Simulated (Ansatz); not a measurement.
What uniaxial strain ε_zz = +4.42 % does to hypothetical cubic perovskite SrSnS3

Start from SrSnS₃ in the cubic perovskite structure (space group Pm-3m, No. 221; a = 4.975 Å; a hypothetical phase, not in the database extracts checked). Axes: x, y, z lie along the cube axes.

Perturbation: uniaxial strain ε_zz = +4.42 %, all other strain components held at zero; the atoms relax in the strained cell.

Method: Ansatz (a program for electronic structure), PBEsol, PAW, cutoff 420 eV, no SOC. Γ-centred 10×10×10 mesh, Fermi–Dirac width 0.05 eV.

| quantity | base | changed | shift |
|---|---|---|---|
| volume per atom | 24.63 Å³ | 25.72 Å³ | +1.09 Å³ |
| space group | Pm-3m (No. 221) | P4/mmm (No. 123) | – |
| shortest interatomic distance | 2.488 Å | 2.488 Å | 0.000 Å |
| energy relative to the base (free energy F) | 0 meV/atom | +16 meV/atom | +16 meV/atom |
| pressure (mean of the normal stresses, compression positive) | 0.0 GPa | -2.3 GPa | -2.3 GPa |
| band gap | zero | zero | – |
| stress (xx, yy, zz, yz, xz, xy; compression positive) (rough) | – | (-1.2, -1.2, -4.5, 0.0, 0.0, 0.0) GPa | – |

Final structure:

```xyz
5
Lattice="4.9755 0.0000 0.0000 0.0000 4.9755 0.0000 0.0000 0.0000 5.1954" Properties=species:S:1:pos:R:3 pbc="T T T"
Sr     0.0000     0.0000     0.0000
Sn     2.4877     2.4877     2.5977
S      0.0000     2.4877     2.5977
S      2.4877     2.4877     0.0000
S      2.4877     0.0000     2.5977
```

Without a gap, meshes like the base's 10×10×10 leave anisotropic stresses uncertain by several tenths of a GPa, and small strain energies with them. Stability against distortions was not tested. All final runs are without spin polarisation. Many cubic perovskites are stable only at high temperature; tilts and polar distortions were not tested.
